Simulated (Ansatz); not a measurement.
System: Sc (Fm-3m, No. 225, 1 atoms in the cell; start mp-36; another form than the element's usual one). Method: PBEsol (Ansatz, a program for electronic structure, PAW).

The input as run:

Ansatz 0.2 input:
```yaml
crystal:
  lattice:
    - [0.0, 2.2917842683, 2.2917842683]
    - [2.2917842683, 0.0, 2.2917842683]
    - [2.2917842683, 2.2917842683, 0.0]
  atoms:
    - { symbol: Sc, position: [0.0, 0.0, 0.0] }
basis:
  ecutwfc: 520
  ecutrho_ratio: 4
  xc_grid: 2
kpoints:
  mp_grid: { grid: [20, 20, 20] }
hamiltonian:
  xc: pbesol
  dispersion: none
  pseudopotentials: { kind: paw }
scf:
  occupations: { method: fermi_dirac, width: 0.05 }
output:
  forces: false
  stress: true
  eigenvalues: true
relax:
  f_tol: 0.004
  escape_saddle: false
  max_steps: 80
```

Excerpt of the program's output:

```
WARN output.stress: scf.convergence.dr2_threshold = 1e-7 eV (the SCF's general default) is looser than the 1e-10 eV advised for a printed stress (1e-10 eV for …
Relaxation: its limit of steps is 80 (relax.max_steps)
Crystal: 1 atoms, lattice volume = 24.074 Å³
Basis set: ecut = 520 eV, 645 PW (Γ), exchange–correlation on 50×50×50 points (8 copies of the dense FFT grid, shifted against one another)
Bands: 10, of which v1, the nominal top of the filled ones, is band 6 counted from 1 (5 counted from 0)
Symmetry: 48 space group operations
Space group: Fm-3m (ITA 225), of the structure as read, at distance tolerance 2.9e-5 Å
k-points: 256 of 8000
Functional: x = pbesol(κ = 0.804, μ = 0.12345679012345678), c = pbesol(β = 0.046)
SCF iter   1: F=—  HF=-2111.329940 eV  |F-HF|=—  |Δ(HF+E_count)|=         —  Δρ=3.43e-3  dr2=2.19e-3
SCF iter   2: F=—  HF=-2111.328874 eV  |F-HF|=—  |Δ(HF+E_count)|=   1.07e-3  Δρ=1.32e-3  dr2=3.02e-4
  ...
SCF iter   5: F=-2111.328823 eV  HF=-2111.328823 eV  |F-HF|=6.45e-10  |Δ(HF+E_count)|=   7.10e-8  Δρ=5.53e-6  dr2=1.86e-9
SCF iter   6: F=-2111.328823 eV  HF=-2111.328823 eV  |F-HF|=9.09e-13  |Δ(HF+E_count)|=  9.90e-10  Δρ=2.38e-7  dr2=5.03e-12
SCF 1 converged in 6 iterations: F = -2111.328823 eV  dr2 = 5.03e-12
relax step   1: F+E_penalty+E_count = -2111.32882272 eV  Δ(F+E_penalty+E_count) = +0.000e0 eV  max|allowed force component| = 0.000e0 eV/Å  Δτ_max = 0.0000 Å  (6 SCF iters, accepted)
SCF converged after 6 iterations
Free energy (F): -2111.328823 eV
Internal energy: -2111.313060 eV  (E = F + TS)
E sigma→0 (E₀):  -2111.320941 eV
Fermi energy:    9.482710 eV
--- Forces (eV/Å), atoms counted from 1 ---
  atom   1  Sc    -0.00000000     0.00000000     0.00000000
--- Stress (GPa, compression-positive) ---
       -1.042883       0.000000      -0.000000
        0.000000      -1.042883       0.000000
       -0.000000       0.000000      -1.042883
  P = ⅓ Tr σ = -1.0429 GPa (-10.429 kbar)
```

The cell is one volume of an energy–volume scan, off the minimum.

The PAW data were made under PBE.

Note: the relaxation could not lower the start's symmetry, so the cell can be a saddle point above a distorted one.

A start named mp-… is a Materials Project structure, which need not be a measured phase.
